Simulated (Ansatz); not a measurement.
Defect: O vacancy in ferroelectric LiNbO3, charge state +2. Method: PBE, PAW (plane waves to 420 eV; Ansatz, an electronic-structure program).

Cell of 120 host sites held at the relaxed PBE lattice; the Γ point alone; Fermi-Dirac width 0.01 eV, spin-restricted; finite-size errors left in. Static, classical nuclei. The charge state is imposed; whether it is stable for some Fermi level was not computed. Forms of the defect that were not tried may lie lower.

Barriers: single points on a 2×2×2 k-point mesh shifted by half a step along c at the bands' geometries.

The step: a nearby O atom hops onto the vacant site; the atom moves 2.69 Å along (-0.32, -0.27, -0.16) of the unit cell; the moving atom starts with neighbours Li at 2.07; Nb at 1.92, Nb at 2.08 Å and ends with Li at 2.13, Li at 2.27; Nb at 1.89, Nb at 2.20 Å.

Question: What is the computed migration barrier of this step (PBE, PAW)?

Answer: 77 kJ/mol, the same both ways. At the saddle the moving atom has neighbours Li at 1.83; Nb at 1.79 Å. The program found a first-order saddle point.
